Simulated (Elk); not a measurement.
Input and output of a self-consistent single point for Te2Mo (P6_3/mmc, 6 atoms in the cell) (Elk).

Method of the run: PBE, spin-orbit coupling in second variation, all-electron FP-LAPW, Elk's shipped species files, default APW+lo basis (Elk).

```yaml
crystal:
  lattice:
    - [3.50111, 0.00000, 0.00000]
    - [-1.75056, 3.03205, 0.00000]
    - [0.00000, 0.00000, 14.38265]
  atoms:
    - { symbol: Te, position: [0.33333, 0.66667, 0.62782] }
    - { symbol: Te, position: [0.66667, 0.33333, 0.37218] }
    - { symbol: Te, position: [0.66667, 0.33333, 0.12782] }
    - { symbol: Te, position: [0.33333, 0.66667, 0.87218] }
    - { symbol: Mo, position: [0.33333, 0.66667, 0.25000] }
    - { symbol: Mo, position: [0.66667, 0.33333, 0.75000] }
```

Reference input (self-consistent single point, DFT, PBE, all-electron FP-LAPW, Elk's shipped species files, default APW+lo basis): xctype = 20; rgkmax = 7; stype = 0; swidth = 0.0001 Ha; ngridk = 6 6 2. This run's input differs from it in these lines:

```diff
@@ -6,4 +6,13 @@
 
+spinorb
+  .true.
+
 rgkmax
   7.0
+
+lmaxi
+  3
+
+nempty
+  10
```

Output (repeated stretches shortened):

```
│ Self-consistent loop started │
│ Loop number : 1 │
 total energy                :     -35307.5826267
 total moment                :   0.3455413837E-19 -0.9325036895E-19 -0.6390338632E-19
│ Loop number : 2 │
 total energy                :     -35307.8264863
 total moment                :   0.9933837825E-19  0.1166808981E-18 -0.8979407956E-19
RMS change in Kohn-Sham potential (target) :   0.9180069397E-01 (  0.1000000000E-05)
Absolute change in total energy (target)   :   0.2438596604     (  0.1000000000E-03)
│ Loop number : 3 │
 total energy                :     -35307.3555164
   [... lines left out ...]
 total energy                :     -35287.3819575
 total moment                :   0.3285233386E-19 -0.7838395682E-19 -0.2395682193E-19
RMS change in Kohn-Sham potential (target) :   0.2552633483E-06 (  0.1000000000E-05)
Absolute change in total energy (target)   :   0.4370160605E-03 (  0.1000000000E-03)
│ Loop number : 16 │
 total energy                :     -35287.3820056
 total moment                :   0.8752599723E-20 -0.1297281820E-18 -0.7197931840E-19
RMS change in Kohn-Sham potential (target) :   0.3648339530E-07 (  0.1000000000E-05)
Absolute change in total energy (target)   :   0.6119743193E-04 (  0.1000000000E-03)
Convergence targets achieved

│ Loop number : 17 │

Energies :
 Fermi                       :     0.275488542604
 xc effective B-field        :    -0.234257338619E-07
 external B-field            :     -0.00000000000
 total energy                :     -35287.3820057
 (external B-field energy excluded from total)

Density of states at Fermi energy :   0.8393510313E-05
 (states/Hartree/unit cell)

Estimated indirect band gap :   0.3421743856E-01
 from k-point      1 to k-point     14
Estimated direct band gap   :   0.3583519060E-01
 at k-point      7

Charges :
 core                        :    200.0000000
 valence                     :    92.00000000
 interstitial                :    12.23155981
 muffin-tins (core leakage)
  species :    1 (Te)
   atom    1                 :    49.79082887     (  0.6875614249E-03)
   [... lines left out ...]
  species :    2 (Mo)
   atom    1                 :  -0.2943049402E-22  0.3762093889E-22 -0.5258935046E-20
   atom    2                 :  -0.2943049402E-22  0.3762093889E-22 -0.5258935046E-20
 total in muffin-tins        :  -0.1006101638E-18 -0.8764591421E-19 -0.1051787009E-19
 total moment                :  -0.3845471329E-19 -0.1476022131E-18 -0.1080787692E-18

│ Self-consistent loop stopped │
```

The run converged in 17 iterations. The count includes the last loop, which Elk runs after its targets are met. Against the reference run the gap on the mesh goes from 0.969 to 0.931 eV.

The starting cell comes from a database of computed structures (which also holds hypothetical and non-ambient phases and stackings), without a prior relaxation at this level. Its lattice was rescaled by a random factor within 2.5 % of one. Values depend on the basis (sphere radii, cutoffs, local orbitals), which need not be converged.

These are the values that this program gave, and no reference: the basis lacks p1/2 orbitals, which heavy p elements need under spin-orbit coupling.
